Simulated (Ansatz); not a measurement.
Results of PBEsol (Ansatz, a quantum-chemistry and plane-wave program, PAW) for MgIn2O4 (model structure, started from the defect chalcopyrite type, I-4, No. 82, 7 atoms in the cell).

Numerical settings: plane-wave cutoff 520 eV, 10×10×10 k mesh, Fermi–Dirac smearing 0.01 eV, scalar-relativistic PAW data made under PBE.

Cell (relaxed with PBEsol):

```
In2MgO4
1.0
   -2.38561     2.38561     4.94695
    2.38561    -2.38561     4.94695
    2.38561     2.38561    -4.94695
In Mg O
2 1 4
Direct
  0.50000   0.50000   0.00000
  0.25000   0.75000   0.50000
  0.00000   0.00000   0.00000
  0.32908   0.84539   0.95276
  0.89263   0.37632   0.04724
  0.15461   0.10737   0.48369
  0.62368   0.67092   0.51631
```

Question: Estimate the band gap and smallest direct gap on the k points sampled that the calculation returns.

Answer: 
band gap: 1.40 eV
smallest direct gap on the k points sampled: 1.46 eV

Note: the relaxation could raise the start's symmetry but not lower it, so the cell can be a saddle point.

Spin–orbit coupling is not included.

Computed values are for the static lattice.

Computing time: very roughly 60 core-seconds.

A model structure was made by putting elements into a prototype or built by hand; it is no filed structure, need not be a known phase, and can be a saddle point held by its symmetry.
